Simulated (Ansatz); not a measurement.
Start from Hf in the hcp (Mg type) structure (space group P6_3/mmc, No. 194; a = 3.1174 Å, c = 4.9501 Å; relaxed with 0.1 eV smearing).

All numbers come from Ansatz (a first-principles code) LDA, spin-orbit coupling left out.

Before the change:

- Pressure = 0.0 GPa
- Band gap = zero

It is then changed as follows: the cell is scaled by 1.0100 in all directions; the atoms relax in the strained cell.

Question: Estimate the effect on the energy relative to the base.

Answer: The energy goes up by 6.9 meV/atom.

Question: Predict the new pressure.

Answer: The pressure (mean of the normal stresses, compression positive) goes from zero to -3.4 GPa.

Question: What does the calculation give for the band gap after the change?

Answer: The band gap remains zero.

Stability against distortions was not tested. All final runs are without spin polarisation.
